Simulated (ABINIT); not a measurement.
ABINIT run on Ba (Cmcm, 2 atoms in the cell): self-consistent single point.

Method of the run: LDA (PW92), norm-conserving pseudopotentials (PseudoDojo nc-sr-04 LDA standard) (plane waves; ABINIT).

```
CELL_PARAMETERS angstrom
      2.15649    -3.91208     0.00000
      2.15649     3.91208     0.00000
      0.00000     0.00000     7.26927
ATOMIC_POSITIONS crystal
  Ba 0.64960 0.35040 0.75000
  Ba 0.35040 0.64960 0.25000
```

Reference input (self-consistent single point, DFT, PBEsol, plane waves, norm-conserving pseudopotentials (PseudoDojo nc-sr-04 PBEsol standard)): pseudos = [Ba.upf]; ecut = 762 eV; ixc = -116133; occopt = 7; tsmear = 0.00999582 Ha; ngkpt = 6 6 3; nshiftk = 1; shiftk = 0 0 0; potentials = PseudoDojo nc-sr-04 PBEsol standard; nband = 15; kptopt = 1; nstep = 50. This run's input differs from it in these lines:

```diff
@@ -1,2 +1,2 @@
-# Ba, PseudoDojo nc-sr-04 PBEsol standard
+# Ba, PseudoDojo nc-sr-04 LDA standard
 pp_dirpath "./"
@@ -16,3 +16,3 @@
 ecut 762 eV
-ixc -116133
+ixc 7
 occopt 7
```

Its files differ too (potentials: PseudoDojo nc-sr-04 PBEsol standard → PseudoDojo nc-sr-04 LDA standard).

Output (repeated stretches shortened):

```
--- !BeginCycle
solver: {iscf: 7, nstep: 50, nline: 4, wfoptalg: 0, }
tolerances: {toldfe: 1.00E-09, }
...

     iter   Etot(hartree)      deltaE(h)  residm     vres2
 ETOT  1  -56.129371405861    -5.613E+01 3.670E-02 4.102E-01
 ETOT  2  -56.154632901938    -2.526E-02 2.880E-03 5.582E-02
 ETOT  3  -56.154677511189    -4.461E-05 1.677E-03 3.734E-03
 ETOT  4  -56.154682398165    -4.887E-06 8.079E-04 3.148E-04
 ETOT  5  -56.154683050187    -6.520E-07 3.743E-04 2.267E-05
 ETOT  6  -56.154683146529    -9.634E-08 2.733E-04 6.103E-07
 ETOT  7  -56.154683161551    -1.502E-08 2.031E-04 5.425E-08
 ETOT  8  -56.154683164008    -2.457E-09 2.219E-04 2.132E-09
 ETOT  9  -56.154683164424    -4.160E-10 1.499E-04 5.685E-10
 ETOT 10  -56.154683164497    -7.224E-11 1.632E-04 1.553E-11
 At SCF step   10, etot is converged :
  for the second time, diff in etot=  7.224E-11 < toldfe=  1.000E-09

 Cartesian components of stress tensor (hartree/bohr^3)
  sigma(1 1)=  3.09395483E-05  sigma(3 2)=  0.00000000E+00
  sigma(2 2)=  3.67777575E-05  sigma(3 1)=  0.00000000E+00
  sigma(3 3)=  3.88570487E-05  sigma(2 1)=  0.00000000E+00

 ----iterations are completed or convergence reached----

 reduced coordinates (array xred) for    2 atoms
       0.649599997164      0.350399998467      0.749999997814
       0.350399998467      0.649599997164      0.249999997814
 cartesian forces (eV/Angstrom) at end:
    1     -0.00000000000000    -0.04892149628442    -0.00000000000000
    2      0.00000000000000     0.04892149628442     0.00000000000000
 frms,max,avg= 2.8244839E-02 4.8921496E-02   0.000E+00  0.000E+00  0.000E+00 e/A
   [... lines left out ...]
 Fermi (or HOMO) energy (hartree) =   0.16250   Average Vxc (hartree)=  -0.28872
   [... lines left out ...]
total_energy        : -5.61546831644967E+01
total_energy_eV     : -1.52804663912580E+03
band_energy         : -7.26458524009196E+00
...

-Cartesian components of stress tensor (GPa)         [Pressure= -1.0452E+00 GPa]
- sigma(1 1)=  9.10272786E-01  sigma(3 2)=  0.00000000E+00
- sigma(2 2)=  1.08203880E+00  sigma(3 1)=  0.00000000E+00
- sigma(3 3)=  1.14321365E+00  sigma(2 1)=  0.00000000E+00

 Calculation completed.
```

The run converged in 10 iterations. Against the reference run the pressure goes from -0.39 to -1.05 GPa and the largest force hardly changes (0.047 to 0.049 eV/Å).

The starting cell comes from a database of computed structures (which also holds hypothetical and non-ambient phases and stackings), without a prior relaxation at this level. Its lattice was rescaled by a random factor within 2.5 % of one.

Cost on one core of a shared machine: roughly 60 s.
